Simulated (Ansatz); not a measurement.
Step by step: reaction energy

Consider the reaction energy. Reaction: CH4 (gas) + O2 (gas) → C (graphite) + 2 H2O (gas). A negative value means that the right-hand side lies lower.

Ansatz (a program for electronic structure) with PAW potentials; structures come from PBE+D3(BJ) relaxations, nuclei static, no net charge. Ansatz runs with its PAW set soft_1. Other levels take these structures. The lattices are those relaxed with PBE+D3(BJ), so at other levels the solids can be strained, which adds to the spread. Space groups of crystals are read within 0.01 Å.

Total energies of the cells in eV, at zero smearing width. They compare only within one column; the weights balance every element.

| cell | atoms | weight | r2SCAN+D4 | RPBE |
|---|---|---|---|---|
| C (graphite) | 4 | +1 | -1006.95900 | -1008.87321 |
| H2O (gas) | 3 | +8 | -600.37064 | -601.38753 |
| CH4 (gas) | 5 | −4 | -316.70063 | -317.64641 |
| O2 (gas) | 2 | −4 | -1131.97467 | -1133.90065 |

r2SCAN+D4: (-1006.95900) + 8 × (-600.37064) − 4 × (-316.70063) − 4 × (-1131.97467) = -15.223 eV; dividing by 4 gives -3.81 eV.

RPBE: (-1008.87321) + 8 × (-601.38753) − 4 × (-317.64641) − 4 × (-1133.90065) = -13.785 eV; dividing by 4 gives -3.45 eV.

What follows from the r2SCAN+D4 value: Per mole of the reaction as written, -3.806 eV × 96.485 = -367.2 kJ.
